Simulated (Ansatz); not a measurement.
**TiS2 under a change: isotropic strain −3.01 %**

Consider TiS$_{2}$ in the CdI2 type structure (space group P-3m1, No. 164; a = 3.359 Å, c = 5.520 Å; layered, stacked along the Cartesian z axis; relaxed with 0.1 eV smearing).

It is then changed as follows: an isotropic linear strain of −3.01 %, atoms relaxed at fixed cell.

Calculations: PBE-D3(BJ) (Ansatz, an electronic-structure program, PAW, no spin-orbit coupling). k-mesh 20×20×11 (Γ-centred); smearing 0.1 eV (Fermi–Dirac).

The volume per atom falls by 1.576 Å³ to 16.41 Å³ and the space group is still P-3m1 (No. 164). The shortest interatomic distance drops by 0.029 Å to 2.380 Å and the energy rises by 26 meV/atom. The band gap stays zero.

Final structure:

```
TiS2
1.0
    3.25831     0.00000     0.00000
   -1.62915     2.82178     0.00000
    0.00000     0.00000     5.35386
Ti S
1 2
Direct
  0.00000   0.00000   0.00000
  0.33333   0.66667   0.27222
  0.66667   0.33333   0.72778
```

Stability against distortions was not tested. The final runs are not spin-polarised. A zero or small gap of TiS2 can be the functional's error rather than a property of the material.
